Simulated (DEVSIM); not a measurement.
Structure: abrupt Si p-n junction, at 300 K.

| layer (left to right) | material | thickness (μm) | Nd (cm⁻³) | Na (cm⁻³) | τn (s) | τp (s) |
|---|---|---|---|---|---|---|
| 1 | Si | 1.50 | - | 1.1e19 | 3.6e-6 | 3.6e-6 |
| 2 | Si | 68.0 | 2.6e15 | - | 3.6e-6 | 3.6e-6 |

Left contact: ohmic. Right contact: ohmic. Voltage is applied to the left contact. Recombination: SRH at mid-gap, radiative. Mobility is μmin + (μ − μmin)/(1 + (N/Nref)^α).

Constants are typed, rounded textbook-type inputs, not results; the design itself was drawn at random and stands for no fabricated device. Values at 300 K.

```
parameter           Si
-------------  -------
gap (eV)         1.124
affinity (eV)     4.05
permittivity      11.7
Nc (cm⁻³)      2.86e19
Nv (cm⁻³)       3.1e19
μn (cm²/Vs)       1417
μp (cm²/Vs)        470
μn,min              52
μp,min              45
Nref,n          9.7e16
Nref,p          2.2e17
αn                0.68
αp                0.72
B (cm³/s)      4.7e-15
```

Model (solved in DEVSIM): 1D drift-diffusion, Boltzmann statistics, complete ionisation; no tunnelling, impact ionisation, image-force lowering or self-heating.

The doping Nd of layer 2 was swept, all else fixed.

```
doping Nd of layer 2 (cm^-3)  largest field in the device at zero bias (V/cm)  potential step across the device at zero bias (V)  dark forward voltage at 1 A/cm² (V)  dark forward voltage at 100 A/cm² (V)
----------------------------  -----------------------------------------------  -------------------------------------------------  -----------------------------------  -------------------------------------
7.8e13                                                                 180000                                              0.766                                0.625                                  0.882
2.6e14                                                                 180000                                              0.797                                0.630                                  0.871
7.8e14                                                                 190000                                              0.826                                0.639                                  0.867
2.6e15                                                                 190000                                              0.857                                0.656                                  0.866
7.8e15                                                                 190000                                              0.885                                0.678                                  0.868
2.6e16                                                                 200000                                              0.916                                0.706                                  0.875
7.8e16                                                                 220000                                              0.945                                0.735                                  0.887
```

From the first row to the last the largest field in the device at zero bias goes from 180000 to 220000. From the first row to the last the potential step across the device at zero bias goes from 0.766 to 0.945.
